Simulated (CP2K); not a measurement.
Band structure of SnSeS (P3m1, 3 atoms in the cell).

```
SnSeS
1.0
    3.82713     0.00000     0.00000
   -1.91357     3.31439     0.00000
    0.00000     0.00000     6.47731
Sn Se S
1 1 1
Direct
  0.33333   0.66667   0.00765
  0.00000   0.00000   0.75771
  0.66667   0.33333   0.23464
```

Computed with CP2K with LDA (Pade form), GPW, DZVP-MOLOPT-SR-GTH basis, GTH-PADE potentials (GTH_POTENTIALS).

Settings: CUTOFF = 400 Ry; REL_CUTOFF = 60 Ry; KPOINTS/SCHEME = MONKHORST-PACK 8 8 4; GAMMA_CENTERED = T; XC_FUNCTIONAL = PADE; Sn/BASIS_SET = DZVP-MOLOPT-SR-GTH-q4; Sn/POTENTIAL = GTH-PADE-q4; Se/BASIS_SET = DZVP-MOLOPT-SR-GTH-q6; Se/POTENTIAL = GTH-PADE-q6; S/BASIS_SET = DZVP-MOLOPT-SR-GTH-q6; S/POTENTIAL = GTH-PADE-q6; METHOD = GPW; EPS_DEFAULT = 1e-11; EXTRAPOLATION = USE_GUESS.

The starting cell comes from a database of computed structures (which also holds hypothetical and non-ambient phases and stackings), without a prior relaxation at this level. Its lattice was rescaled by a random factor within 2.5 % of one. Values carry the incompleteness of an atom-centred basis.

Task: Predict the gap along the standard path and the places of the band edges.

Result: The gap along the path is 0.77 eV, from A to a point between A|L and M|K; the smallest direct gap on it is 0.97 eV.

Levels in eV from the top of the valence band on the SCF mesh, bands 5 to 9:
| point | 5 | 6 | 7 | 8 | 9 |
|---|---|---|---|---|---|
| Γ | -0.86 | -0.21 | -0.04 | -0.04 | 0.92 |
| M | -2.45 | -2.39 | -0.90 | -0.33 | 1.03 |
| K | -3.36 | -3.11 | -1.20 | -1.07 | 1.58 |
| A | -0.87 | -0.87 | -0.01 | -0.01 | 2.00 |
| L | -2.31 | -1.90 | -0.68 | -0.51 | 0.78 |
| H | -3.65 | -3.31 | -0.53 | -0.41 | 2.17 |

Higher empty bands are left out: an atom-centred basis made for the valence describes them poorly.
